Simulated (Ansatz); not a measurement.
Input and output of a self-consistent single point for BaTiO3 (Amm2, 5 atoms in the cell) (Ansatz, a first-principles code).

Method of the run: LDA (PW92), default PAW files made with PBE (plane waves; Ansatz).

The change in words: lattice scaled by 0.98; kpoints.mp_grid.grid: 6 6 6 → 15 14 14. Reference geometry:
```xyz
5
Lattice="4.0032 0.0000 0.0000 0.0000 2.8769 2.8897 0.0000 -2.8769 2.8897" Properties=species:S:1:pos:R:3 pbc="T T T"
Ba     0.0000     0.0000     0.0697
Ti     2.0016     0.0000     2.9966
O      2.0016     1.4013     4.2472
O      2.0016    -1.4013     4.2472
O      0.0000     0.0000     2.8215
```

Reference input (self-consistent single point, DFT, LDA (PW92), plane waves, default PAW files made with PBE): basis.ecutwfc = 420 eV; kpoints.mp_grid.grid = 6 6 6; hamiltonian.xc = lda; hamiltonian.pseudopotentials = {kind: paw} (the program's default PAW files); scf.occupations.method = fixed. This run's input differs from it in these lines:

Ansatz 0.2 input:
```diff
@@ -2,5 +2,5 @@
   lattice:
-    - [4.003247, 0.000000, 0.000000]
-    - [0.000000, 2.876908, 2.889717]
-    - [0.000000, -2.876908, 2.889717]
+    - [3.923182, 0.000000, 0.000000]
+    - [0.000000, 2.819370, 2.831923]
+    - [0.000000, -2.819370, 2.831923]
   atoms:
@@ -15,3 +15,3 @@
   mp_grid:
-    grid: [6, 6, 6]
+    grid: [15, 14, 14]
 hamiltonian:
```

Log, with long lists cut:

```
SCF iter   1: F=—  HF=-9904.527390 eV  |F-HF|=—  |Δ(HF+E_count)|=         —  Δρ=1.86e-2  dr2=2.08e-1  ethr=1.77e-3  ⟨swp⟩=4.6  Hψ=48473  notcnv=0  defer=1018
all-band conjugate gradients solve this SCF's bands
preconditioner: auto → Resta (q_TF=auto, 2.532 Å⁻¹)
SCF iter   2: F=—  HF=-9904.494856 eV  |F-HF|=—  |Δ(HF+E_count)|=   3.25e-2  Δρ=1.02e-2  dr2=5.36e-2  ethr=5.20e-4  ⟨swp⟩=2.0  Hψ=20536  notcnv=0  defer=932
   [... lines left out ...]
SCF iter   6: F=—  HF=-9904.483930 eV  |F-HF|=—  |Δ(HF+E_count)|=   7.51e-6  Δρ=7.59e-5  dr2=3.25e-6  ethr=1.03e-7  ⟨swp⟩=2.1  Hψ=17280  notcnv=0  defer=470
SCF iter   7: F=—  HF=-9904.483930 eV  |F-HF|=—  |Δ(HF+E_count)|=   6.20e-7  Δρ=5.59e-5  dr2=2.08e-6  ethr=8.13e-9  ⟨swp⟩=2.0  Hψ=19424  notcnv=0  defer=498
SCF iter   8: F=—  HF=-9904.483930 eV  |F-HF|=—  |Δ(HF+E_count)|=   3.98e-7  Δρ=1.89e-5  dr2=2.19e-7  ethr=5.19e-9  ⟨swp⟩=2.0  Hψ=11722  notcnv=0  defer=479
SCF iter   9: F=-9904.483930 eV  HF=-9904.483930 eV  |F-HF|=1.90e-9  |Δ(HF+E_count)|=   4.36e-8  Δρ=2.10e-6  dr2=2.53e-9  ethr=2.50e-10  ⟨swp⟩=11.0  Hψ=66510  notcnv=0
SCF 1 converged in 9 iterations: F = -9904.483930 eV  dr2 = 2.53e-9
Free energy (F): -9904.483930 eV
Internal energy: -9904.483930 eV  (E = F + TS)
E sigma→0 (E₀):  -9904.483930 eV
Fermi energy:    10.235546 eV
--- Forces (eV/Å), atoms counted from 1 ---
  atom   1  Ba     0.00000000     0.00000000    -0.24827905
  atom   2  Ti     0.00000000     0.00000000     0.01868387
  atom   3  O     -0.00000000     0.17943004     0.13595029
  atom   4  O     -0.00000000    -0.17943004     0.13595029
  atom   5  O      0.00000000     0.00000000    -0.04223831
--- Stress (GPa, compression-positive) ---
       -1.891230       0.000000       0.000000
        0.000000      -1.651646       0.000000
        0.000000       0.000000      -1.725526
  P = ⅓ Tr σ = -1.7561 GPa (-17.561 kbar)
  The stress holds the Pulay correction. Without it, at fixed plane waves, as pw.x and ABINIT print it: P = -2.5219 GPa
```

The run converged in 9 iterations. Against the reference run the free energy goes down by 33.2 meV/atom, the pressure goes from -11.30 to -1.76 GPa, the largest force goes from 0.587 to 0.248 eV/Å and the gap on the mesh goes from 2.086 to 2.239 eV.

The starting cell comes from a database of computed structures (which also holds hypothetical and non-ambient phases and stackings), without a prior relaxation at this level. Its lattice was rescaled by up to half a per cent. One atom was moved a little off its site on purpose. For this run, on top of that: lattice scaled by 0.98. Ansatz's pressure includes its estimate of the finite-basis (Pulay) stress. Without the estimate this run gives -2.52 GPa.

Cost on one core of a shared machine: roughly 90 s.
